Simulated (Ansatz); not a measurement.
A self-consistent single point of Rh (Fm-3m, 1 atom in the cell) with Ansatz (a first-principles code).

Computed with PBE (plane waves, PAW; Ansatz).

The change in words: lattice scaled by 0.98; kpoints.mp_grid.grid: 15 15 15 → 16 16 16. Reference geometry:
```
CELL_PARAMETERS angstrom
      0.00000     1.90950     1.90950
      1.90950     0.00000     1.90950
      1.90950     1.90950     0.00000
ATOMIC_POSITIONS crystal
  Rh 0.00000 0.00000 0.00000
```

Reference input (self-consistent single point, DFT, PBE, plane waves, default PAW files): basis.ecutwfc = 420 eV; kpoints.mp_grid.grid = 15 15 15; hamiltonian.xc = pbe; hamiltonian.pseudopotentials = {kind: paw} (the program's default PAW files); scf.occupations.method = fermi_dirac; scf.occupations.width = 0.1 eV. This run's input differs from it in these lines:

Ansatz 0.2 input:
```diff
@@ -2,5 +2,5 @@
   lattice:
-    - [0.000000, 1.909500, 1.909500]
-    - [1.909500, 0.000000, 1.909500]
-    - [1.909500, 1.909500, 0.000000]
+    - [0.000000, 1.871310, 1.871310]
+    - [1.871310, 0.000000, 1.871310]
+    - [1.871310, 1.871310, 0.000000]
   atoms:
@@ -11,3 +11,3 @@
   mp_grid:
-    grid: [15, 15, 15]
+    grid: [16, 16, 16]
 hamiltonian:
```

Output (repeated stretches shortened):

```
SCF iter   1: F=—  HF=-6402.851603 eV  |F-HF|=—  |Δ(HF+E_count)|=         —  Δρ=3.37e-3  dr2=6.16e-4  ethr=1.77e-3  ⟨swp⟩=5.0  Hψ=10414  notcnv=0
all-band conjugate gradients solve this SCF's bands
preconditioner: auto → none
SCF iter   2: F=—  HF=-6402.851750 eV  |F-HF|=—  |Δ(HF+E_count)|=   1.47e-4  Δρ=1.64e-3  dr2=8.42e-5  ethr=3.62e-6  ⟨swp⟩=2.2  Hψ=3893  notcnv=0
SCF iter   3: F=—  HF=-6402.851797 eV  |F-HF|=—  |Δ(HF+E_count)|=   4.69e-5  Δρ=8.36e-4  dr2=1.69e-5  ethr=4.95e-7  ⟨swp⟩=2.6  Hψ=2931  notcnv=0
SCF iter   4: F=—  HF=-6402.851822 eV  |F-HF|=—  |Δ(HF+E_count)|=   2.51e-5  Δρ=3.62e-4  dr2=3.58e-6  ethr=9.96e-8  ⟨swp⟩=2.0  Hψ=2376  notcnv=0
SCF iter   5: F=—  HF=-6402.851827 eV  |F-HF|=—  |Δ(HF+E_count)|=   5.08e-6  Δρ=7.96e-5  dr2=2.16e-7  ethr=2.11e-8  ⟨swp⟩=2.4  Hψ=2721  notcnv=0
SCF iter   6: F=-6402.851827 eV  HF=-6402.851827 eV  |F-HF|=2.46e-9  |Δ(HF+E_count)|=   2.30e-7  Δρ=8.23e-6  dr2=1.84e-9  ethr=5.88e-10  ⟨swp⟩=5.0  Hψ=8053  notcnv=0
SCF 1 converged in 6 iterations: F = -6402.851827 eV  dr2 = 1.84e-9
Free energy (F): -6402.851827 eV
Internal energy: -6402.809642 eV  (E = F + TS)
E sigma→0 (E₀):  -6402.830735 eV
Entropy (-TS):   -0.042185 eV (-42.185 meV/atom)
Fermi energy:    23.798644 eV
--- Forces (eV/Å), atoms counted from 1 ---
  atom   1  Rh    -0.00000000     0.00000000     0.00000000
--- Stress (GPa, compression-positive) ---
       21.703332      -0.000000       0.000000
       -0.000000      21.703332       0.000000
        0.000000       0.000000      21.703332
  P = ⅓ Tr σ = 21.7033 GPa (217.033 kbar)
  The stress holds the Pulay correction. Without it, at fixed plane waves, as pw.x and ABINIT print it: P = 21.5740 GPa
```

The run converged in 6 iterations. Against the reference run the free energy goes up by 58.7 meV/atom and the pressure goes from 2.62 to 21.70 GPa.

The starting cell has typed, rounded lattice constants, without a prior relaxation at this level. Its lattice was rescaled by up to half a per cent. For this run, on top of that: lattice scaled by 0.98. Spin polarisation is off. With a pressure of about 22 GPa the cell is away from its equilibrium volume at this level. Ansatz's pressure includes its estimate of the finite-basis (Pulay) stress.
